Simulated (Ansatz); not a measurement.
The starting structures come from a database of crystals and need not be the phases stable at ambient conditions.

 Where the default PAW files enter, the runs use the earlier of Ansatz's two default sets.

**Evanescent states of KSbF6 (P4_2/mcm, not sure to be the ambient phase, 16 atoms a cell, 16.3 Å³ an atom, 2 GPa at this level) along the normal of (001)**

The numbers are results of PBEsol (plane waves, PAW; Ansatz, a first-principles code), not measurements.

The gap is the functional's own, uncorrected, and κ follows it; spin-orbit coupling is left out. Mid-gap values are interpolated between the computed energies.

Energies count from the valence-band top; κ is the least over a 6×6 mesh across the current.

```tsv
E (eV)	κ (1/Å)	where
0.12	0.340	Γ
0.38	0.405	Γ
0.62	0.450	Γ
0.88	0.483	Γ
1.12	0.508	Γ
1.38	___	Γ
1.62	___	Γ
1.88	___	Γ
2.12	___	Γ
2.38	___	Γ
2.62	___	Γ
2.88	___	Γ
3.12	___	Γ
3.38	___	Γ
3.62	___	Γ
3.88	___	Γ
4.12	0.442	Γ
4.38	0.407	Γ
4.62	0.361	Γ
4.88	0.299	Γ
5.12	0.204	Γ
```

**Question.** Fill in the missing entries.

**Answer.** 
- 1.38, κ (1/Å): 0.525
- 1.62, κ (1/Å): 0.537
- 1.88, κ (1/Å): 0.544
- 2.12, κ (1/Å): 0.548
- 2.38, κ (1/Å): 0.547
- 2.62, κ (1/Å): 0.543
- 2.88, κ (1/Å): 0.536
- 3.12, κ (1/Å): 0.526
- 3.38, κ (1/Å): 0.512
- 3.62, κ (1/Å): 0.493
- 3.88, κ (1/Å): 0.471
